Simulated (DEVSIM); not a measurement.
System: TaN/SiON/n-Si capacitor, at 400 K.

Layer 1 from the left is SiON, thickness (nm) 5.00. Layer 2 from the left is Si, thickness (nm) 9400, Nd (cm⁻³) 3.7e15.

Metal gate on the left, work function 4.4 eV. Fixed charge at the semiconductor interface -4.4e10 cm⁻² (in units of +e); no interface traps.

The device is made up for the run: typed textbook-type constants, with dimensions and the other settings drawn at random. Values at 300 K; Nc and Nv go as T^1.5, mobilities as T to minus their exponent, the gap by Varshni's rule with the affinity fixed.

SiON: gap (eV) 7, affinity (eV) 1.4, permittivity 5.5. Si: gap (eV) 1.124, affinity (eV) 4.05, permittivity 11.7, Nc (cm⁻³) 2.86e19, Nv (cm⁻³) 3.1e19, Varshni α (eV/K) 0.000473, Varshni β (K) 636.

DEVSIM, 1D Poisson equation in equilibrium, Boltzmann statistics, complete ionisation; no quantum confinement or tunnelling. Metal contacts follow the ideal Schottky-Mott rule: no Fermi-level pinning, no interface dipoles.

Problem. What does the simulation give for the threshold voltage (band bending 2φF), the minimum of the low-frequency capacitance, the flat-band voltage?

Solution. threshold voltage (band bending 2φF) -0.44 V; minimum of the low-frequency capacitance 0.0327 μF/cm²; flat-band voltage 0.03 V.
